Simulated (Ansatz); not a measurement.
The starting structures come from a database of crystals and need not be the phases stable at ambient conditions.

Inside the gap of an insulator the Bloch states are evanescent, with a wavenumber k + iκ along the transport direction.

Given:

```
Mg2O7P2
1.0
    5.24366     0.00000     0.00000
   -1.28867     5.08285     0.00000
    0.64621     0.83049     4.37320
Mg P O
2 2 7
Cartesian
  1.07298   3.91189   2.18660
  3.52822   2.00145   2.18660
  0.93000   1.19521   0.40780
  3.67120   4.71813   3.96540
  0.08278   2.15734   1.22305
  4.51842   3.75600   3.15015
  2.53037   5.30291   3.15015
  2.07083   0.61043   1.22305
  0.00000   0.00000   0.00000
  2.01529   2.58999   3.44267
  2.58592   3.32335   0.93053
```

Space group of this cell: C2/m. The cell is taken as given; by r2SCAN its mean pressure is 1.5 GPa.

Transport runs along the normal of the first two printed cell vectors.

The gap is the functional's own. No spin-orbit coupling. Mid-gap values are interpolated on the energy grid.

Q: Estimate the band gap and the smallest decay constant κ at mid-gap that r2SCAN (Ansatz, a first-principles code) returns for this system.

A: Gap 6.39 eV on a 6×6×8 mesh; κ = 0.477 1/Å, at the zone centre.
